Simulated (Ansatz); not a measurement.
```
Sb
1.0
    0.00000     2.35652     2.35652
    2.35652     0.00000     2.35652
    2.35652     2.35652     0.00000
Sb
1
Direct
  0.00000   0.00000   0.00000
```

The cell is a database entry relaxed within its symmetry; it need not be the phase found at ambient conditions. Spin-orbit coupling is not included.

**Question.** Is this relaxed cell dynamically stable according to harmonic phonons (finite displacements on a 8×8×8 mesh, PBEsol density-functional theory in Ansatz (plane waves, PAW), k mesh 16×16×16, methfessel-paxton smearing of 0.15 eV)? If not, where is the strongest instability?

**Answer.** No. The softest mode is 50i cm⁻¹ at q = (0.000, 0.250, -0.375) in fractions of the reciprocal vectors of this cell, and 505 of the 512 wave vectors of the mesh carry a mode beyond 15i cm⁻¹.

The PAW data sets were generated under PBE and serve the other functionals too.

Ansatz is a program for electronic structure.
